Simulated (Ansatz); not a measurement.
Results of LDA (plane waves, PAW; Ansatz, a quantum-chemistry and plane-wave program) for SrInHO2 (model structure, started from the SrVO2H type, P4/mmm, No. 123, 5 atoms in the cell).

Numerical settings: plane-wave cutoff 520 eV, 8×8×10 k mesh (along the axes of the cell as run), Fermi–Dirac smearing 0.01 eV, scalar-relativistic PAW data made under PBE.

Cell (relaxed with PBEsol):

```cif
data_HInO2Sr
_chemical_formula_sum 'Sr1 In1 O2 H1'
_space_group_name_H-M_alt 'P4/mmm'
_space_group_IT_number 123
_space_group_name_Hall '-P 4 2'
_cell_length_a 4.24641
_cell_length_b 4.24641
_cell_length_c 3.71758
_cell_angle_alpha 90.000
_cell_angle_beta 90.000
_cell_angle_gamma 90.000
loop_
_atom_site_label
_atom_site_type_symbol
_atom_site_symmetry_multiplicity
_atom_site_Wyckoff_symbol
_atom_site_fract_x
_atom_site_fract_y
_atom_site_fract_z
_atom_site_occupancy
Sr1 Sr 1 d 0.50000 0.50000 0.50000 1
In1 In 1 a 0.00000 0.00000 0.00000 1
O1 O 2 f 0.00000 0.50000 0.00000 1
H1 H 1 b 0.00000 0.00000 0.50000 1
```

### Question
What does this level give for the band gap, smallest direct gap on the k points sampled and Γ–Γ gap?

### Answer

- band gap = 0.60 eV
- smallest direct gap on the k points sampled = 1.57 eV
- Γ–Γ gap = 4.96 eV

Note: the relaxation could raise the start's symmetry but not lower it, so the cell can be a saddle point; cell and atoms aren't relaxed at this level (pressure -3.7 GPa).

Spin–orbit coupling is not included.

Static lattice: no zero-point or thermal effects.

A model structure was made by putting elements into a prototype or built by hand; it is no filed structure, need not be a known phase, and can be a saddle point held by its symmetry.
